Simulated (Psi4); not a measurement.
Psi4 1.11, unrestricted WB97X/def2-svpd: Cl[SiH]Cl, charge 0, multiplicity 2, 4 atoms. The geometry is a generated start, not checked to be a minimum at this level.

```yaml
task: energy
method: wb97x
basis: def2-svpd
memory: 3 GB
maxiter: 100
keys_of_the_molecule_block: symmetry c1
scf_type: df (default)
diis_max_vecs: 10 (default)
e_convergence: 1e-06 (default)
d_convergence: 1e-06 (default)
dft_radial_points: 75 (default)
dft_spherical_points: 302 (default)
basis_functions: 86
grid_points: 86912
```

```xyz
4

Cl    -1.6507    -0.8523    -0.1052
Si     0.0023     0.1830     0.4281
Cl     1.6617    -0.8270    -0.1328
H     -0.0133     1.4962    -0.1901
```

Charge 0 and multiplicity 2 are set for this test and not shown to be the ground state.

With the defaults (damping_percentage = 0, soscf = false, soscf_start_convergence = 0.01, diis = true, scf_initial_accelerator = adiis, guess = auto, which took SAD, level_shift = 0, level_shift_cutoff = 0.01) it converges in 8 SCF iterations. One run each on 2 threads, with these changes:
- soscf = true, soscf_start_convergence = 0.1
- guess = sapgau
- soscf = true
- damping_percentage = 60, diis = false, scf_initial_accelerator = none
- damping_percentage = 60
- level_shift = 0.5, level_shift_cutoff = 0.001
- scf_initial_accelerator = ediis
- guess = huckel
- damping_percentage = 20

Task: Which runs fail or end elsewhere than the default run?

Result: No convergence: damping_percentage = 60 (the run ends without SCF convergence in 100 iterations). The rest reach the solution of the defaults.

| setting | SCF iterations | JK calls | end |
|---|---|---|---|
| soscf = true, soscf_start_convergence = 0.1 | 5 | 16 | same solution |
| soscf = true | 5 | 16 | same solution |
| the defaults | 8 | 9 | same solution |
| level_shift = 0.5, level_shift_cutoff = 0.001 | 8 | 9 | same solution |
| scf_initial_accelerator = ediis | 8 | 9 | same solution |
| guess = huckel | 9 | 26 | same solution |
| guess = sapgau | 9 | 9 | same solution |
| damping_percentage = 20 | 13 | 14 | same solution |
| damping_percentage = 60, diis = false, scf_initial_accelerator = none | 72 | 73 | same solution |
| damping_percentage = 60 | 100 | 101 | no convergence |

An SOSCF iteration holds several JK calls; a Hückel guess adds calls on atoms.
